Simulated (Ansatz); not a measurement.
```xyz
5
Lattice="5.9404 0.0000 0.0000 0.0000 5.9404 0.0000 0.0000 0.0000 5.9404" Properties=species:S:1:pos:R:3 pbc="T T T"
Cs     0.0000     0.0000     0.0000
Pb     2.9702     2.9702     2.9702
Br     0.0000     2.9702     2.9702
Br     2.9702     2.9702     0.0000
Br     2.9702     0.0000     2.9702
```

The cell was generated from a structure type, relaxed within its symmetry, and need not be the phase found at ambient conditions. Spin-orbit coupling is not included. The cell is strained by 1.0 % in length from its relaxed static size. Melting and transitions to other phases are not modelled.

**Question.** Estimate each atom's mean-square displacement (sum over three axes) at 600 K from path-integral sampling on the energy surface fitted in the stochastic self-consistent harmonic approximation in a 2×2×2 supercell, PBEsol in Ansatz (a first-principles code).

**Answer.** Cs1 0.46 Å², Pb2 0.13 Å², Br3 0.49 Å², Br4 0.49 Å², Br5 0.49 Å². Waves longer than the supercell are missing, so the values are low for an infinite crystal. Over all wave vectors of the supercell the softest harmonic mode is 30i cm⁻¹ at q = (0.50, 0.50, 0.50); the softest of the Hessian is 11i cm⁻¹ at q = (0.00, 0.50, 0.50) at 300 K (error 2; the run's verdict: unstable), 1i cm⁻¹ at q = (0.00, 0.50, 0.50) at 600 K (error 7; the run's verdict: undecided).
